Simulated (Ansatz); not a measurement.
The reference is RuSi (space group P2_13, No. 198; a = 4.690 Å).

It is then changed as follows: Pb takes the place of Si on all its sites, then cell and atoms are relaxed.

Levels (all Ansatz, an electronic-structure program, PAW): PBEsol (420 eV, without spin-orbit coupling); r2SCAN (500 eV, without spin-orbit coupling).

The geometry is relaxed with PBEsol.

```
Item               Value
---------------  -------
PBEsol pressure  0.0 GPa
```

With r2SCAN at the same geometry, the pressure goes from zero to 3.0 GPa.

Single points use the geometry relaxed with PBEsol. Their cutoffs differ, which shifts pressures a little. Stability against distortions was not tested. As relaxed here, RuPb is a hypothetical phase, not in the database extracts checked. All final runs are without spin polarisation. RuPb has a high density of states at the Fermi level and may be magnetic at this level. Gaps under 0.05 eV, about the width of the smearing, are given as zero.
